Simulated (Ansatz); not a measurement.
The starting structures come from a database of crystals and need not be the phases stable at ambient conditions.

 Where the default PAW files enter, the runs use the earlier of Ansatz's two default sets.

```xyz
4
Lattice="3.1453 0.0000 0.0000 0.0000 5.0969 0.0000 1.5726 0.0000 2.7239" Properties=species:S:1:pos:R:3 pbc="T T T"
Al     0.0000     0.0038     0.0000
Ga     3.1453     2.5629     1.8159
N      3.1453     4.5271     1.8159
N      0.0000     1.8952     0.0000
```

Space group of this cell: P3m1. The cell is taken as given.

The numbers are results of r2SCAN (plane waves, PAW; Ansatz, an electronic-structure program), not measurements.

The current runs along the normal of the first two printed vectors; no spin-orbit coupling. Scaled by the factor s: the length along the current (ions clamped). Meshes 12×6×12 and 10×6 across the current in all rows.

```
s     mean pressure (GPa)  band gap (eV)
----  -------------------  -------------
0.97                  6.4           3.47
1.00                 -0.4           3.37
1.03                 -5.9              ?
```

Problem. Take the slope of the band gap against ln s from the two given rows, extrapolate to s = 1.03, and say what the run there gives.

Solution. Slope = (3.47 − 3.37) / ln 0.97 = -3.28 eV. The line gives 3.37 + (-3.28) × ln 1.03 = 3.27 eV. The run gives 3.11 eV, 0.16 eV under the line, 168 % of the predicted step.
